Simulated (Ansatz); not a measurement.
Given:

End structure of H on the 1x1 (111) surface of fcc Pt, one in a 2x1 cell, started at the site 'top Pt':

```yaml
crystal:
  lattice:
    - [5.61443, 0.00000, 0.00000]
    - [-1.40361, 2.43112, 0.00000]
    - [0.00000, 0.00000, 26.00000]
  atoms:
    - { symbol: Pt, position: [0.16667, 0.66667, 0.36788] }
    - { symbol: Pt, position: [0.66667, 0.66667, 0.36788] }
    - { symbol: Pt, position: [0.33333, 0.33333, 0.45641] }
    - { symbol: Pt, position: [0.83333, 0.33333, 0.45641] }
    - { symbol: Pt, position: [0.00344, 0.00344, 0.54457] }
    - { symbol: Pt, position: [0.49974, 0.99974, 0.54424] }
    - { symbol: Pt, position: [0.17143, 0.67143, 0.63649] }
    - { symbol: Pt, position: [0.67254, 0.67254, 0.63160] }
    - { symbol: H, position: [0.17220, 0.67220, 0.69624] }
```

Model: 9-atom slab, 6.9 Å thick at the start under the adsorbate (thin: gaps and levels are the slab's own), 6x12x1 mesh, Fermi-Dirac 0.1 eV, dipole correction, 4 atoms held, the rest relaxed; held to the start's symmetry, so lower structures may exist; no spin, no spin-orbit, no U, no dispersion correction. At the end it is bonded to Pt. In PBE it is, or lies within 0.03 eV of, the lowest of the starts that converged.

A negative adsorption energy means that the adsorbate is more stable on the surface than in its reference.

Q: Estimate the change of the step from the bottom to the top vacuum level, against the clean slab that PBE (Ansatz, a program for electronic structure) returns for this input.

A: -0.38 eV

Q: What adsorption energy against ½ H2(g) does PBE give?

A: -0.41 eV

Q: What is the computed change of the work function (PBE)?

A: -0.39 eV

Q: What is the computed work function of the top face (PBE)?

A: 5.29 eV
